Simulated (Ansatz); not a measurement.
GdNbO4 (C2/c, No. 15; cell taken from a computed entry)

These are PBE0 (plane waves, PAW; Ansatz, a first-principles code) values and carry that method's errors.

Settings: plane-wave cutoff 460 eV, 6×6×6 k mesh, Fermi–Dirac smearing 0.01 eV, spin-polarised start, scalar-relativistic PAW data made under PBE.

Cell (relaxed with PBEsol):

```cif
data_Gd2Nb2O8
_chemical_formula_sum 'Gd2 Nb2 O8'
_space_group_name_H-M_alt 'P 1'
_space_group_IT_number 1
_cell_length_a 6.54506
_cell_length_b 6.54506
_cell_length_c 5.08339
_cell_angle_alpha 110.712
_cell_angle_beta 110.712
_cell_angle_gamma 114.793
loop_
_space_group_symop_operation_xyz
  'x, y, z'
loop_
_atom_site_label
_atom_site_type_symbol
_atom_site_fract_x
_atom_site_fract_y
_atom_site_fract_z
_atom_site_occupancy
Gd1 Gd 0.12964 0.87036 0.25000 1
Gd2 Gd 0.87036 0.12964 0.75000 1
Nb1 Nb 0.60383 0.39617 0.25000 1
Nb2 Nb 0.39617 0.60383 0.75000 1
O1 O 0.28822 0.22539 0.79579 1
O2 O 0.71178 0.77461 0.20421 1
O3 O 0.77461 0.71178 0.70421 1
O4 O 0.22539 0.28822 0.29579 1
O5 O 0.86551 0.44659 0.16011 1
O6 O 0.13449 0.55341 0.83989 1
O7 O 0.55341 0.13449 0.33989 1
O8 O 0.44659 0.86551 0.66011 1
```

```yaml
band_gap: 5.81 eV
smallest_direct_gap_on_the_k_points_sampled: 6.02 eV
"Γ–Γ gap": 6.24 eV
```

Measured, for comparison: band gap 4.93 eV (temperature not stated, not corrected to a static lattice, diffuse reflectance of powders, Elliott-model fit; as tabulated in Garg et al. (2023), arXiv:2401.13477).

Note: the magnetic order was assumed, not searched for or taken from measurement; the state of the 4f shell is in doubt; cell and atoms aren't relaxed at this level (largest force component 0.44 eV/Å, pressure 1.0 GPa).

Spin–orbit coupling is not included.
